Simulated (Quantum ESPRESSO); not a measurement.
Quantum ESPRESSO is run on Co2SnO4 (Imma, 14 atoms in the cell), and the run fails. The aim is a self-consistent single point with DFT, LDA (PZ), plane waves, PSlibrary ultrasoft (LDA) pseudopotentials.

Cell that was meant: a = 6.1297 Å, b = 6.1297 Å, c = 6.1297 Å, α = 60.98°, β = 89.44°, γ = 58.36°.

Part of the input:

```fortran
    B = 6.2204200000
    C = 8.7108600000
    nat = 14
    ntyp = 4
    ecutwfc = 55
    ecutrho = 385
    occupations = 'smearing'
```

Output, abridged:

```
     This program is part of the open-source Quantum ESPRESSO suite
     for quantum simulation of materials; please cite

 %%%%%%%%%%%%%%%%%%%%%%%%%%%%%%%%%%%%%%%%%%%%%%%%%%%%%%%%%%%%%%%%%%%%%%%%%%%%%%
     Error in routine  card_atomic_species (5010):
     cannot read atomic specie from: ATOMIC_POSITIONS {crystal}
 %%%%%%%%%%%%%%%%%%%%%%%%%%%%%%%%%%%%%%%%%%%%%%%%%%%%%%%%%%%%%%%%%%%%%%%%%%%%%%

     stopping ...
```

### Question
From the messages shown, name the fault and mend the input.

### Answer
The fault is a species count that does not match the list of species. The number of species decides how many lines of the species card are read. To fix it, make the count match the list. The program stopped before any SCF iteration.

The sound input it was made from differs as follows (other fixes are possible):
```diff
-    ntyp = 4
+    ntyp = 3
```

With that input, the run converged in 27 iterations: free energy E − TS -12075.8025 eV; Fermi level (on the code's own zero) 9.83 eV; pressure -8.30 GPa; largest force (vector length) 0.569 eV/Å; size of the cell's spin moment 12.03 μB (DFT, LDA (PZ), plane waves, PSlibrary ultrasoft (LDA) pseudopotentials).

On the sound input: the starting cell comes from a database of computed structures (which also holds hypothetical and non-ambient phases and stackings), without a prior relaxation at this level. The magnetic order is the one reached from the typed start; others were not searched systematically. With a pressure of about -8 GPa the cell is away from its equilibrium volume at this level.
